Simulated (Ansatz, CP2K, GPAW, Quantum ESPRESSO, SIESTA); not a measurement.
**Code comparison for C₃N₄ (P1, 7 atoms in the cell)**

Self-consistent single point, at a second geometry (atoms moved at random). First geometry:

```yaml
crystal:
  lattice:
    - [3.45676, 0.00000, 0.00000]
    - [0.00000, 3.45676, 0.00000]
    - [0.00000, 0.00000, 3.45676]
  atoms:
    - { symbol: C, position: [0.00000, 0.00000, 0.50000] }
    - { symbol: C, position: [0.50000, 0.00000, 0.00000] }
    - { symbol: C, position: [0.00000, 0.50000, 0.00000] }
    - { symbol: N, position: [0.24569, 0.24569, 0.75431] }
    - { symbol: N, position: [0.24569, 0.75431, 0.24569] }
    - { symbol: N, position: [0.75431, 0.75431, 0.75431] }
    - { symbol: N, position: [0.75431, 0.24569, 0.24569] }
```

Second geometry:
```
CELL_PARAMETERS angstrom
      3.45676     0.00000     0.00000
      0.00000     3.45676     0.00000
      0.00000     0.00000     3.45676
ATOMIC_POSITIONS crystal
  C  0.00729 0.00003 0.49105
  C  0.48574 0.01016 0.01225
  C  0.00271 0.48302 0.99380
  N  0.26088 0.23203 0.74481
  N  0.24703 0.75390 0.25226
  N  0.75014 0.76422 0.75438
  N  0.74621 0.25662 0.25145
```

Shared settings, as Ansatz (a first-principles code) writes them: kpoints.mp_grid.grid = 10 10 10; scf.occupations.method = fixed. Potentials and cutoffs stand in the table.

```csv
code,model,ΔF from the first geometry (meV/atom),pressure (GPa),largest force (eV/Å),gap on the mesh (eV),cutoff
CP2K,"PBEsol, GPW, DZVP-MOLOPT-SR-GTH basis, GTH-PBE potentials (GTH_POTENTIALS)",63.6,-4.42,–,1.141,grid 400 Ry
Quantum ESPRESSO,"PBEsol, GBRV 1.5 ultrasoft (PBESOL) pseudopotentials",64.7,-8.23,3.461,1.143,40 Ry
SIESTA,"GGA PBEsol, numerical atomic orbitals DZP, PseudoDojo PBEsol standard norm-conserving potentials (rewritten from UPF to PSML)",63.1,-2.52,3.580,1.134,grid 300 Ry
GPAW,"PBEsol, GPAW PAW datasets PBEsol (made by gpaw-setup)",64.1,–,3.440,1.168,950 eV
Ansatz,"PBEsol, PAW files made with PBE",64.0,-9.99,3.423,1.164,default
```

Size of the force on each atom (eV/Å): Sizes of forces hide their directions.

```
code                 C1     C2     C3     N4     N5     N6     N7
----------------  -----  -----  -----  -----  -----  -----  -----
Quantum ESPRESSO  2.334  3.461  2.842  3.074  1.160  1.621  1.793
SIESTA            2.404  3.580  2.905  3.131  1.077  1.639  1.528
GPAW              2.323  3.440  2.825  3.059  1.126  1.612  1.771
Ansatz            2.313  3.423  2.814  3.050  1.124  1.608  1.784
```

A dash marks a value that a program does not give, or that is left out as unsure.

Gaps are read on the mesh.

The spread over the programs that give each value: ΔF from the first geometry within 1.6 meV/atom; pressure within 7.47 GPa; largest force within 0.157 eV/Å; gap on the mesh within 0.034 eV.

CP2K and SIESTA use small atom-centred bases, whose incompleteness enters pressures, forces and empty levels differently from a plane-wave cutoff. Ansatz's pressure is given at a fixed set of plane waves, as the other plane-wave codes print theirs; with its correction for the finite basis it is -9.23 GPa (the shift of 0.76 GPa shows how far the cutoff is from converged). The pressure of GPAW is left out: its cutoff lies under the one at which its stress was checked. In the pressure, CP2K (by 4.69) and SIESTA (by 6.59) lie more than 1 GPa from the median of the plane-wave programs. In the force vectors, SIESTA (by 0.363) lies more than 0.08 eV/Å from the median of the plane-wave programs.

The starting cell comes from a database of computed structures (which also holds hypothetical and non-ambient phases and stackings), without a prior relaxation at this level. For this run, on top of that: atoms moved at random.

Keys are those of Ansatz 0.2.
